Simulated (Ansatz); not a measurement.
Here is the system:

End structure of a constructed model of the (000-1) surface of wurtzite CdS (in the relaxation 2 S–S bonds formed; 2 Cd–S bonds broke), S-terminated, 2x2 S adatom at H3 (bottom of the slab: 2 H on 4 bottom sites):

```
CELL_PARAMETERS angstrom
      8.39264     0.00000     0.00000
     -4.19632     7.26824     0.00000
      0.00000     0.00000    30.00000
ATOMIC_POSITIONS crystal
  Cd 0.34399 0.15601 0.31604
  Cd 0.83042 0.17004 0.35054
  Cd 0.32996 0.66958 0.35054
  Cd 0.84344 0.65656 0.31673
  S  0.17335 0.32665 0.35817
  S  0.66052 0.33790 0.35887
  S  0.16210 0.83948 0.35887
  S  0.67314 0.82686 0.35840
  Cd 0.16667 0.33333 0.44429
  Cd 0.66667 0.33333 0.44429
  Cd 0.16667 0.83333 0.44429
  Cd 0.66667 0.83333 0.44429
  S  0.33333 0.16667 0.47241
  S  0.83333 0.16667 0.47241
  S  0.33333 0.66667 0.47241
  S  0.83333 0.66667 0.47241
  Cd 0.33039 0.16961 0.55768
  Cd 0.82769 0.17158 0.55895
  Cd 0.32842 0.67231 0.55895
  Cd 0.84137 0.65863 0.55668
  S  0.16178 0.33822 0.59043
  S  0.66038 0.33237 0.58808
  S  0.16763 0.83962 0.58808
  S  0.66993 0.83007 0.57862
  Cd 0.19439 0.30561 0.67309
  Cd 0.65396 0.32580 0.67626
  Cd 0.17420 0.84604 0.67626
  Cd 0.71022 0.78978 0.65925
  S  0.33814 0.16186 0.71281
  S  0.78620 0.11325 0.69808
  S  0.38675 0.71380 0.69808
  S  0.84966 0.65034 0.70438
  H  0.33191 0.16809 0.25952
  H  0.83239 0.66761 0.26010
  S  0.58532 0.91468 0.74102
```

Model: 35-atom slab, 13.8 Å thick at the start with caps and adatoms (thin: gaps and levels are the slab's own), 3x3x1 mesh, Fermi-Dirac 0.025 eV, dipole correction, 8 atoms held, the rest relaxed; symmetry of the start imposed; no spin, no spin-orbit, no U. In PBE it is, or lies within 0.01 eV a 1x1 cell of, the lowest of the 2 structures of its composition computed so far; subsurface sites and larger cells were not tried.

Problem. What gap of the slab on its k-mesh does PBE (Ansatz, an electronic-structure program) give?

Solution. 0.91 eV

Problem. Estimate the highest filled level below the top vacuum level that PBE returns for this input.

Solution. 5.90 eV
